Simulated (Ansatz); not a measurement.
**GaN: carrier doping**

The reference is GaN in the wurtzite structure (space group P6_3mc, No. 186).

```xyz
4
Lattice="3.1826 0.0000 0.0000 -1.5913 2.7562 0.0000 0.0000 0.0000 5.1855" Properties=species:S:1:pos:R:3 pbc="T T T"
Ga     1.5913     0.9187     0.0047
Ga     0.0000     1.8375     2.5974
N      1.5913     0.9187     3.2373
N      0.0000     1.8375     0.6445
```

Carriers are added at fixed cell with a uniform background; the Fermi–Dirac width is that of 300 K.

Level of theory: Kohn–Sham DFT with the PBEsol functional, run in Ansatz (a first-principles code) with PAW and 420 eV plane waves, scalar-relativistic without spin-orbit coupling.

Candidates:
(a) electrons 5.0×10^21 cm⁻³
(b) holes 1.0×10^22 cm⁻³
(c) holes 1.5×10^21 cm⁻³

Notes on the quantities. Fermi level from band edge: Fermi level relative to the doped band's edge (positive inside the band; to 0.05 eV).

Order them by Fermi level from band edge, highest first.

(a) electrons 5.0×10^21 cm⁻³ (+2.20 eV), (b) holes 1.0×10^22 cm⁻³ (+0.55 eV), (c) holes 1.5×10^21 cm⁻³ (+0.20 eV)

Charged cell with a jellium background: band edges are those of the host's band count, energies are not comparable with the neutral cell, and many-body gap narrowing is missing. Stability against distortions was not tested.
